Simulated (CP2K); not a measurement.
CP2K run on Ta3W (P1, 4 atoms in the cell): self-consistent single point.

Computed with CP2K with PBEsol, GPW, DZVP-MOLOPT-SR-GTH basis, GTH-PBE potentials (GTH_POTENTIALS).

```yaml
crystal:
  lattice:
    - [4.62048, 0.00000, 0.00000]
    - [2.31024, 4.00146, 0.00000]
    - [2.31024, 1.33382, 3.77261]
  atoms:
    - { symbol: Ta, position: [0.23469, 0.25061, 0.26830] }
    - { symbol: Ta, position: [0.75813, 0.76262, 0.73202] }
    - { symbol: Ta, position: [0.49164, 0.50592, 0.50210] }
    - { symbol: W, position: [0.01554, 0.98086, 0.99758] }
```

Reference input (self-consistent single point, DFT PBEsol, GPW, DZVP-MOLOPT-SR-GTH basis, GTH-PBE potentials (GTH_POTENTIALS)): CUTOFF = 500 Ry; REL_CUTOFF = 40 Ry; SMEAR/METHOD = FERMI_DIRAC; ELECTRONIC_TEMPERATURE = 1160.45 K; KPOINTS/SCHEME = MACDONALD 5 5 5 0.1 0.1 0.1; XC_FUNCTIONAL = PBE:PBESOL; Ta/BASIS_SET = DZVP-MOLOPT-SR-GTH-q13; Ta/POTENTIAL = GTH-PBE-q13; W/BASIS_SET = DZVP-MOLOPT-SR-GTH-q14; W/POTENTIAL = GTH-PBE-q14; METHOD = GPW; EPS_DEFAULT = 1e-10. This run's input differs from it in these lines:

```diff
@@ -40,3 +40,4 @@
     &KPOINTS
-      SCHEME MACDONALD 5 5 5 0.1 0.1 0.1
+      SCHEME MONKHORST-PACK 6 6 6
+      GAMMA_CENTERED T
     &END KPOINTS
```

Log, with long lists cut:

```
 SCF WAVEFUNCTION OPTIMIZATION

  Step     Update method      Time    Convergence         Total energy    Change
     1 NoMix/Diag. 0.30E+00      -     0.48268006      -244.6144473143 -2.45E+02
     2 Broy./Diag. 0.30E+00      -     0.07512402      -245.1810364940 -5.67E-01
     3 Broy./Diag. 0.30E+00      -     0.23222006      -243.5784420334  1.60E+00
     4 Broy./Diag. 0.30E+00      -     0.01222333      -242.6510660251  9.27E-01
     5 Broy./Diag. 0.30E+00      -     0.00143474      -242.6349828390  1.61E-02
     6 Broy./Diag. 0.30E+00      -     0.00411985      -242.6499039949 -1.49E-02
   [... 4 lines left out ...]
    11 Broy./Diag. 0.30E+00      -     0.00001366      -242.6624823805  1.74E-04
    12 Broy./Diag. 0.30E+00      -     0.00000139      -242.6624532565  2.91E-05
    13 Broy./Diag. 0.30E+00      -     0.00000267      -242.6624570394 -3.78E-06
    14 Broy./Diag. 0.30E+00      -     0.00000019      -242.6624599184 -2.88E-06
  *** SCF run converged in    14 steps ***

  Overlap energy of the core charge distribution:               0.00000000388542
  Self energy of the core charge distribution:               -362.43006951204188
  Core Hamiltonian energy:                                     77.72196798825763
  Hartree energy:                                              70.05217377561704
  Exchange-correlation energy:                                -28.00137351895327
  Electronic entropic energy:                                  -0.00515865511302
  Fermi energy:                                                 0.49662081171509

  Total energy:                                              -242.66245991841160
  Total energy (extrapolated to T->0):                       -242.65988059085510

   [... lines left out ...]

 STRESS| Analytical stress tensor [bar]
 STRESS|                        x                   y                   z
 STRESS|      x       -3.24742780211E+04  -1.42949769731E+02  -1.15664827952E+03
 STRESS|      y       -1.42949769731E+02  -3.26795760903E+04   6.82903700373E+01
 STRESS|      z       -1.15664827952E+03   6.82903700373E+01  -4.17327066669E+04
 STRESS| 1/3 Trace                                            -3.56288535927E+04
```

The run converged in 14 iterations. Against the reference run the free energy goes down by 4.1 meV/atom, the pressure hardly changes (-3.48 to -3.56 GPa) and the largest force goes from 1.199 to 1.262 eV/Å.

The starting cell comes from a database of computed structures (which also holds hypothetical and non-ambient phases and stackings), without a prior relaxation at this level. Its atoms were displaced at random from the sites of space group no. 225. Spin polarisation is off. Values carry the incompleteness of an atom-centred basis. The potentials were made for another functional than the one used. Forces in this geometry exceed 1 eV/Å.

Cost on one core of a shared machine: roughly 2 min.
